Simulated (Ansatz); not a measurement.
Ansatz (a first-principles code) run on Au (Fm-3m, 1 atom in the cell): self-consistent single point.

Level of theory: PBEsol, default PAW files made with PBE (plane waves; Ansatz).

The change in words: lattice scaled by 0.98; basis.ecutrho_ratio: default → 5. Reference geometry:
```
Au
1.0
    0.00000     2.03388     2.03388
    2.03388     0.00000     2.03388
    2.03388     2.03388     0.00000
Au
1
Direct
  0.00000   0.00000   0.00000
```

Reference input (self-consistent single point, DFT, PBEsol, plane waves, default PAW files made with PBE): basis.ecutwfc = 420 eV; kpoints.mp_grid.grid = 14 14 14; hamiltonian.xc = pbesol; hamiltonian.pseudopotentials = {kind: paw} (the program's default PAW files); scf.occupations.method = fermi_dirac; scf.occupations.width = 0.1 eV. This run's input differs from it in these lines:

Ansatz 0.2 input:
```diff
@@ -2,5 +2,5 @@
   lattice:
-    - [0.00000000, 2.03388000, 2.03388000]
-    - [2.03388000, 0.00000000, 2.03388000]
-    - [2.03388000, 2.03388000, 0.00000000]
+    - [0.00000000, 1.99320200, 1.99320200]
+    - [1.99320200, 0.00000000, 1.99320200]
+    - [1.99320200, 1.99320200, 0.00000000]
   atoms:
@@ -9,2 +9,3 @@
   ecutwfc: 420.0 eV
+  ecutrho_ratio: 5
 kpoints:
```

The program printed (abridged):

```
SCF iter   1: F=—  HF=-13007.051149 eV  |F-HF|=—  |Δ(HF+E_count)|=         —  Δρ=6.42e-3  dr2=5.80e-3  ethr=1.77e-3  ⟨swp⟩=4.8  Hψ=7387  notcnv=0
all-band conjugate gradients solve this SCF's bands
preconditioner: auto → none
SCF iter   2: F=—  HF=-13007.049710 eV  |F-HF|=—  |Δ(HF+E_count)|=   1.44e-3  Δρ=2.87e-3  dr2=1.10e-3  ethr=3.05e-5  ⟨swp⟩=1.0  Hψ=2288  notcnv=0
SCF iter   3: F=—  HF=-13007.049397 eV  |F-HF|=—  |Δ(HF+E_count)|=   3.13e-4  Δρ=3.96e-4  dr2=9.65e-6  ethr=5.76e-6  ⟨swp⟩=2.0  Hψ=1954  notcnv=0
SCF iter   4: F=—  HF=-13007.049405 eV  |F-HF|=—  |Δ(HF+E_count)|=   7.37e-6  Δρ=4.81e-5  dr2=1.61e-7  ethr=5.08e-8  ⟨swp⟩=2.6  Hψ=2300  notcnv=0
iter 5 did not close the SCF: its close was put off for the readings that it lacked (scf_convergence_deferred on its scf_iter line)
SCF iter   5: F=-13007.049405 eV  HF=-13007.049405 eV  |F-HF|=3.58e-10  |Δ(HF+E_count)|=   1.28e-7  Δρ=2.59e-6  dr2=1.73e-10  ethr=8.45e-10  ⟨swp⟩=2.4  Hψ=2369  notcnv=0
SCF iter   6: F=-13007.049405 eV  HF=-13007.049405 eV  |F-HF|=1.82e-12  |Δ(HF+E_count)|=  3.95e-10  Δρ=1.87e-7  dr2=2.12e-12  ethr=1.00e-12  ⟨swp⟩=1.4  Hψ=4312  notcnv=0
SCF 1 converged in 6 iterations: F = -13007.049405 eV  dr2 = 2.12e-12
Free energy (F): -13007.049405 eV
Internal energy: -13007.039142 eV  (E = F + TS)
E sigma→0 (E₀):  -13007.044273 eV
Entropy (-TS):   -0.010263 eV (-10.263 meV/atom)
Fermi energy:    22.592410 eV
--- Forces (eV/Å), atoms counted from 1 ---
  atom   1  Au    -0.00000000    -0.00000000    -0.00000000
--- Stress (GPa, compression-positive) ---
       15.539401      -0.000000       0.000000
       -0.000000      15.539401      -0.000000
        0.000000      -0.000000      15.539401
  P = ⅓ Tr σ = 15.5394 GPa (155.394 kbar)
  The stress holds the Pulay correction. Without it, at fixed plane waves, as pw.x and ABINIT print it: P = 15.4829 GPa
```

The run converged in 6 iterations. Against the reference run the free energy rises by 51.7 meV/atom and the pressure goes from 2.04 to 15.54 GPa.

The starting cell has typed, rounded lattice constants, without a prior relaxation at this level. Its lattice was rescaled by up to half a per cent. For this run, on top of that: lattice scaled by 0.98. Ansatz's pressure includes its estimate of the finite-basis (Pulay) stress.
